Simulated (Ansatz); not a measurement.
Surface energy of faces of alpha tin in PBE and in r2SCAN, in Ansatz (plane waves, PAW). Symmetric slabs relaxed with PBE from ideal cuts in 1x1 cells (the lowest computed cut and spin start of each face; real faces may reconstruct in larger cells); r2SCAN values are single points on them, with the bulk at the same level. No spin-orbit coupling, no U.

```csv
face,PBE (J/m²),r2SCAN (J/m²)
(100),0.89,1.05
(110),0.76,0.92
(111),0.64,?
(210),0.58,0.74
(211),0.65,0.80
(221),0.59,0.73
```

Problem. Fit a straight line y = a·x + b by least squares to the 5 complete rows (x: PBE (J/m²); y: r2SCAN (J/m²)).

Solution. the means are x̄ = 0.6940 and ȳ = 0.8480; Σ(x − x̄)² = 0.068520 and Σ(x − x̄)(y − ȳ) = 0.071040, so a = 1.037 and b = ȳ − a·x̄ = 0.128. The largest residual is 0.010.

Problem. What does the line predict for the withheld row, (111), and what did the calculation give?

Solution. the line gives 0.79; the calculation gave 0.78, a miss of -0.01, of the size of the fitted rows' scatter and rounding.

Ansatz is an electronic-structure program.
